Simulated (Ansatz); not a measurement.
Consider HgTe in the zinc blende structure (space group F-43m, No. 216; a = 6.651 Å).

(Cell as relaxed with PBE.)

Levels (all Ansatz, an electronic-structure program, PAW, earlier PAW set): PBE (420 eV, scalar-relativistic without spin-orbit coupling); r2SCAN (500 eV, no SOC).

Each level relaxes its own structure.

| quantity | PBE | r2SCAN |
|---|---|---|
| volume per atom | 36.77 Å³ | [?] |
| lattice parameter a | 6.651 Å | [?] |
| band gap | zero | [?] |

Problem. Given the PBE results, estimate those of r2SCAN.

Solution. 
- volume per atom, r2SCAN: 35.50 Å³
- lattice parameter a, r2SCAN: 6.573 Å
- band gap, r2SCAN: zero

PBE's volume per atom lies 1.27 Å³ above r2SCAN's (3.6 %); PBE's lattice parameter a lies 0.0773 Å above r2SCAN's (1.2 %); the two agree on the band gap. Neither level is exact; r2SCAN is the comparison here, not a measurement.

Spin-orbit coupling, missing from the scalar runs, can matter with Hg and Te. No phonon test of stability was made. All final runs are without spin polarisation. The zero or small gap of HgTe can change with the level of theory.
